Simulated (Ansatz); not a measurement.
The parent structure is SrTiO3 in the cubic perovskite structure (space group Pm-3m, No. 221; a = 3.891 Å). Axes: x, y, z lie along the cube axes.

Level of theory: PBEsol (Ansatz, a program for electronic structure, PAW, without spin-orbit coupling).

The change: the cell is compressed by 1.09 % along x with no lateral relaxation, atoms relaxed at fixed cell.

**Question.** Predict the stress tensor and what it implies for the stiffness.

**Answer.** Stress of the strained cell less that of the base (GPa, compression positive):
```
   4.05    0.00    0.00
   0.00    1.16    0.00
   0.00    0.00    1.16
```

Then −Δσ_ii/ε with ε = -0.0109 gives relaxed-ion elastic constants: C11 ≈ 371 GPa, C12 ≈ 107 GPa and C13 ≈ 107 GPa.

No phonon test of stability was made. The final runs are not spin-polarised. Many cubic perovskites are stable only at high temperature; tilts and polar distortions were not tested.
